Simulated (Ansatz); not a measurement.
# Sb, response to strain

The parent structure is Sb (space group R-3m, No. 166; a = 4.326 Å, c = 11.339 Å (hexagonal axes); layered; relaxed with 0.1 eV smearing).

Strains are applied to the cell and any free atomic positions relax.

The values are results of Ansatz (a quantum-chemistry and plane-wave program) r2SCAN+rVV10, without spin-orbit coupling, not measurements.

Notes on the quantities. energy relative to the base: free energy F.

```tsv
isotropic strain (%)	energy relative to the base (meV/atom)
0	0.0
0.43	0.7
0.47	0.8
2.83	?
3.51	40.3
```

Fit ΔE = Aε² + Bε³ (ε in %) to the rows shown and predict the withheld row.

Least squares on the printed values gives A = 3.75 and B = -0.14 meV/atom (largest residual 0.0 meV/atom); this predicts 26.9 meV/atom, and the run gives 26.8 meV/atom, in agreement.

No phonon test of stability was made.
